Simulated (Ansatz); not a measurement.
Consider interstitial As in zinc-blende BAs, charge state +1. The step: several atoms move together, As the farthest; the atom moves 1.33 Å along (0.18, 0.19, 0.10) of the unit cell; the moving atom starts with neighbours As at 2.27, As at 2.38; B at 1.88 Å and ends with As at 2.24; B at 1.97, B at 2.28, B at 2.30 Å. DFT values are from Ansatz (plane-wave PAW, 420 eV unless said) in a cell of 64 host sites, spin-restricted, static, with no finite-size correction. The charge state is imposed; whether it is stable for some Fermi level was not computed. Sites that were not tried may lie lower. For the PBE band: the program found a first-order saddle point.

```json
[
 {"Level": "PBE, one k-point at (0.250, 0.250, 0.250), band relaxed", "Forward barrier (eV)": "0.41", "Cost of the band or of the saddle's single point": "around 23 core-minutes (rough)"},
 {"Level": "PBE, a 2×2×2 k-point mesh shifted by half a step, same geometries", "Forward barrier (eV)": "0.56", "Cost of the band or of the saddle's single point": "roughly 90 core-seconds"},
 {"Level": "r2SCAN at 500 eV, one k-point at (0.250, 0.250, 0.250), same geometries", "Forward barrier (eV)": "(withheld)", "Cost of the band or of the saddle's single point": "roughly 60 core-seconds"}
]
```

**Question.** Some entries are withheld; supply them.

**Answer.** 
- r2SCAN at 500 eV, one k-point at (0.250, 0.250, 0.250), same geometries, Forward barrier (eV): 0.55

Ansatz is an electronic-structure program.
